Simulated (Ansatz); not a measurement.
Reference: LaSe (Fm-3m), PBEsol, DFPT electron-phonon coupling, linearised Boltzmann equation (plane waves, PAW, scalar-relativistic; Ansatz, a program for electronic structure); geometry: relaxed with this functional, without spin-orbit coupling.

```
LaSe
1.0
    0.00000     3.00980     3.00980
    3.00980     0.00000     3.00980
    3.00980     3.00980     0.00000
La Se
1 1
Cartesian
  0.00000   0.00000   0.00000
  3.00980   3.00980   3.00980
```

The resistivity at 300 K is 17.9 μΩ·cm and the mean free path at 300 K is 7.1 nm.

Task: Replace Se by Te on the same sites and relax. What happens?

Result: LaTe (Fm-3m): volume per atom 27.3 to 32.6 Å³; resistivity at 300 K rises (17.9 μΩ·cm to 24 μΩ·cm); mean free path at 300 K stays about the same (7.1 nm to 6.3 nm).

Task: Replace Se by S on the same sites and relax. What happens?

Result: LaS (Fm-3m): volume per atom 27.3 to 24.5 Å³; resistivity at 300 K falls (17.9 μΩ·cm to 13.9 μΩ·cm); mean free path at 300 K rises (7.1 nm to 8.4 nm).

Task: Swap La for Y, keeping the structure type. How do these values move?

Result: YSe (Fm-3m): volume per atom 27.3 to 23.0 Å³; resistivity at 300 K rises (17.9 μΩ·cm to 30 μΩ·cm); mean free path at 300 K falls (7.1 nm to 3.7 nm).

Moves up to 11 % count as about the same. Metals; harmonic phonons alone scatter; means over directions. The mean free path is weighted by the current that each state carries. Halving the electron mesh moves these values by up to 8 %; q meshes are mostly untested. Some of the runs warned that the eigensolver left states short of its tolerance. Spin-orbit coupling is left out.

Formula and space group known from diffraction (Crystallography Open Database), not checked to be the room-temperature form: LaS (Fm-3m), LaSe (Fm-3m), LaTe (Fm-3m), YSe (Fm-3m).
